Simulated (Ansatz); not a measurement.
Consider MgTe in the wurtzite structure (space group P6_3mc, No. 186; a = 4.5089 Å, c = 7.3377 Å). Axes: x lies along a and z along c of the hexagonal cell.

All numbers come from LDA (Ansatz, a quantum-chemistry and plane-wave program; PAW; 420 eV plane waves; no spin-orbit coupling).

Now apply this change: uniaxial strain ε_zz = +3.00 %, all other strain components held at zero, atoms relaxed at fixed cell.

Problem. Predict the stress tensor and what it implies for the stiffness.

Solution. Stress of the strained cell less that of the base (GPa, compression positive):
```
  -0.75    0.00    0.00
   0.00   -0.75    0.00
   0.00    0.00   -1.77
```

Then −Δσ_ii/ε with ε = 0.0300 gives secant stiffness values (nonlinear terms included at this strain): C33 ≈ 59 GPa, C13 ≈ 25 GPa and C23 ≈ 25 GPa.

As a check, the harmonic strain energy −½ V₀ Δσ:ε is 5.3 meV/atom; the computed energy rise is 5.4 meV/atom.

No phonon test of stability was made.
